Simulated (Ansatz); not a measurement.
The starting structures come from a database of crystals and need not be the phases stable at ambient conditions.

 Where the default PAW files enter, the runs use the earlier of Ansatz's two default sets.

Tunnelling through a barrier is set by its complex band structure: the current falls as exp(−2κd) with the smallest κ.

Data:

```xyz
20
Lattice="4.9439 0.0000 0.0000 0.0000 5.0851 0.0000 0.0000 0.0000 7.0899" Properties=species:S:1:pos:R:3 pbc="T T T"
Al     3.6973     4.9300     2.7679
Al     1.2466     0.1551     4.3220
Al     3.7185     2.3874     0.7771
Al     1.2253     2.6977     6.3129
Al     3.7185     0.1551     6.3129
Al     1.2253     4.9300     0.7771
Al     3.6973     2.6977     4.3220
Al     1.2466     2.3874     2.7679
O      4.4148     4.5665     4.6368
O      0.5291     0.5186     2.4531
O      3.0010     2.0240     5.9981
O      1.9428     3.0611     1.0919
O      3.0010     0.5186     1.0919
O      1.9428     4.5665     5.9981
O      4.4148     3.0611     2.4531
O      0.5291     2.0240     4.6368
O      4.6996     3.8138     0.0000
O      0.2442     1.2713     0.0000
O      2.7162     1.2713     3.5450
O      2.2277     3.8138     3.5450
```

Space group of this cell: Pbcn. The cell is strained (lengths across the current scaled by 1.02, ions clamped); by r2SCAN its mean pressure is -16.1 GPa.

Transport runs along the normal of the first two printed cell vectors.

No gap correction and no spin-orbit coupling; mid-gap values are interpolated between computed energies.

State the band gap and the smallest decay constant κ at mid-gap according to r2SCAN (Ansatz, a quantum-chemistry and plane-wave program).

Gap 5.67 eV on a 6×6×4 mesh; κ = 0.358 1/Å, at the zone centre.
